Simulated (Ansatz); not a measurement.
By LDA, the system below comes out a metal.

The ballistic (Sharvin) conductance counts the channels at the Fermi level: G/A = (e²/h) × channels of both spins per area.

Data:

```
CELL_PARAMETERS angstrom
      4.04424     0.00000     0.00000
     -2.02212     3.50242     0.00000
      2.02212     1.16747     1.65105
ATOMIC_POSITIONS crystal
  Al 0.00000 0.50000 0.50000
  Ni 0.00000 0.00000 0.00000
```

The cell is taken as given; by LDA it stands under a pressure of -5.0 GPa.

The current flows along the normal of the first two printed cell vectors, the (111) plane of the conventional cell. No spin-orbit coupling; the value is a mean over 0.1 eV about the Fermi level.

State the ballistic conductance per area according to LDA (Ansatz, a quantum-chemistry and plane-wave program).

1.1 × 10¹⁵ S/m² for both spins.
